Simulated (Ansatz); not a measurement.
**Effective masses and thermopower of monolayer MoS$_{2}$**

```yaml
crystal:
  lattice:
    - [3.18494, 0.00000, 0.00000]
    - [-1.59247, 2.75824, 0.00000]
    - [0.00000, 0.00000, 19.01227]
  atoms:
    - { symbol: Mo, position: [0.66667, 0.33333, 0.50000] }
    - { symbol: S, position: [0.33333, 0.66667, 0.41781] }
    - { symbol: S, position: [0.33333, 0.66667, 0.58219] }
```

These are HSE06, rigid bands (plane waves, PAW, scalar-relativistic; Ansatz, a program for electronic structure) values and carry that method's errors. Cell: cell and atoms relaxed with PBE.

```
Quantity                                             Result
----------------------------------------------  -----------
band gap                                            2.13 eV
electron conductivity mass (300 K, dilute)          0.41 mₑ
effective density of states N_c (300 K)         8.8e12 cm⁻²
Seebeck coefficient, n-type 1.9e12 cm⁻², 300 K    -300 μV/K
```

Rigid bands; masses and Seebeck coefficients take one relaxation time τ for all states and one kind of carrier; polarons and phonon drag are left out. Spin-orbit coupling is left out. Geometry: cell and atoms relaxed with PBE.
